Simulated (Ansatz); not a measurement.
# GeSe: thickness series

Base system: GeSe in the rock salt structure (space group Fm-3m, No. 225; a = 5.561 Å; a cell from a computed database, its experimental status unchecked). Axes: x, y, z lie along the cube axes.

Free-standing slabs (2 atom(s) a layer) normal to the z axis with 15 Å of vacuum; in-plane cell held at bulk.

Level of theory: PBEsol/PAW in Ansatz (an electronic-structure program), no spin-orbit coupling.

Notes on the quantities. band gap: uncertain: the edges found look like a band crossing or inverted bands; the base alone; excess energy per area of both faces: slab less bulk energy over the cell's area: twice a surface energy.

| variant | band gap | shortest interatomic distance | excess energy per area of both faces |
|---|---|---|---|
| base | 0.17 eV | 2.780 Å | – |
| 1 layer | zero | 2.780 Å | – |
| 2 layers | 0.60 eV | 2.501 Å | 0.36 J/m² |
| 3 layers | 0.28 eV | 2.639 Å | 0.65 J/m² |
| 4 layers | 0.46 eV | 2.543 Å | 0.43 J/m² |
| 5 layers | 0.20 eV | (withheld) | (withheld) |
| 6 layers | 0.54 eV | 2.553 Å | 0.46 J/m² |
| 7 layers | 0.18 eV | 2.568 Å | 0.52 J/m² |

Q: Complete the table.

A: 
- 5 layers, shortest interatomic distance: 2.582 Å
- 5 layers, excess energy per area of both faces: 0.55 J/m²

The excess energy carries the mismatch between the slab's and the bulk's meshes. Stability against distortions was not tested. All final runs are without spin polarisation. The zero or small gap of GeSe can change with the level of theory.
